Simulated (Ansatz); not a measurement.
The parent structure is SiO₂ in the rutile structure (space group P4_2/mnm, No. 136; a = 4.2359 Å, c = 2.6899 Å).

Method: plane-wave PAW DFT at the PBE level (Ansatz, a first-principles code, 420 eV), scalar-relativistic without spin-orbit coupling, earlier PAW set.

Its conduction minimum is a single valley at Γ with mass 0.42 mₑ.

The change: electron doping at 1.0×10^22 cm⁻³ (0.483 per cell), with a uniform compensating background at fixed cell and a 300 K Fermi–Dirac width.

**Question.** Where would a parabolic band put the Fermi level, and where does the calculation put it?

**Answer.** k_F = (3π²n)^(1/3) = 0.667 Å⁻¹, so ħ²k_F²/2m = 4.0 eV above the band edge at zero temperature. The calculation gives 1.95 eV (to 0.05 eV): the band is strongly non-parabolic or higher valleys fill at this density.

Charged cell with a jellium background: band edges are those of the host's band count, energies are not comparable with the neutral cell, and many-body gap narrowing is missing. The levels and masses belong to the bands next to the band gap. Effective masses come from finite differences of ±0.01 Å⁻¹. Whether these cells are dynamically stable was not tested.
